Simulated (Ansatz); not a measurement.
Band structure of Ga (Cmce, 4 atoms in the cell).

```
Ga
1.0
    2.26000    -3.83000     0.00000
    2.26000     3.83000     0.00000
    0.00000     0.00000     4.53000
Ga
4
Direct
  0.15490   0.84510   0.91900
  0.34510   0.65490   0.41900
  0.65490   0.34510   0.58100
  0.84510   0.15490   0.08100
```

Method of the run: PBE (plane waves, PAW; Ansatz, a quantum-chemistry and plane-wave program).

Settings: kpoints.mp_grid.grid = 4 4 4; hamiltonian.xc = pbe; hamiltonian.pseudopotentials = {kind: paw} (the program's default PAW files); scf.occupations.method = gaussian; scf.occupations.width = 0.272 eV; kpoints.band_path.npoints = 8.

The starting cell has typed, rounded lattice constants, without a prior relaxation at this level.

Levels in eV from the Fermi level, bands 23 to 30:
```json
[
 {"point": "Γ", "23": "-3.70", "24": "-1.72", "25": "-1.66", "26": "-0.78", "27": "0.92", "28": "0.94", "29": "1.05", "30": "5.07"},
 {"point": "X", "23": "-6.57", "24": "-1.05", "25": "-1.02", "26": "-0.27", "27": "-0.11", "28": "1.00", "29": "1.99", "30": "2.78"},
 {"point": "S", "23": "-3.48", "24": "-3.48", "25": "-1.31", "26": "-1.31", "27": "0.75", "28": "0.75", "29": "4.07", "30": "4.07"},
 {"point": "R", "23": "-6.20", "24": "-6.20", "25": "-1.54", "26": "-1.54", "27": "0.51", "28": "0.51", "29": "7.11", "30": "7.11"},
 {"point": "A", "23": "-6.04", "24": "-6.04", "25": "-3.61", "26": "-3.61", "27": "4.10", "28": "4.10", "29": "5.08", "30": "5.08"},
 {"point": "Z", "23": "-0.17", "24": "-0.17", "25": "0.02", "26": "0.02", "27": "0.05", "28": "0.05", "29": "2.09", "30": "2.09"},
 {"point": "Y", "23": "-4.21", "24": "-3.24", "25": "-1.71", "26": "-1.48", "27": "1.08", "28": "1.19", "29": "3.31", "30": "3.76"},
 {"point": "X1", "23": "-6.57", "24": "-1.05", "25": "-1.02", "26": "-0.27", "27": "-0.11", "28": "1.00", "29": "1.99", "30": "2.78"},
 {"point": "A1", "23": "-6.04", "24": "-6.04", "25": "-3.61", "26": "-3.61", "27": "4.10", "28": "4.10", "29": "5.08", "30": "5.08"},
 {"point": "T", "23": "-5.42", "24": "-5.42", "25": "-1.24", "26": "-1.24", "27": "-0.91", "28": "-0.91", "29": "6.63", "30": "6.63"}
]
```

Bands cross the Fermi level along this path, so the cell is metallic at this level.

Keys are those of Ansatz 0.2.
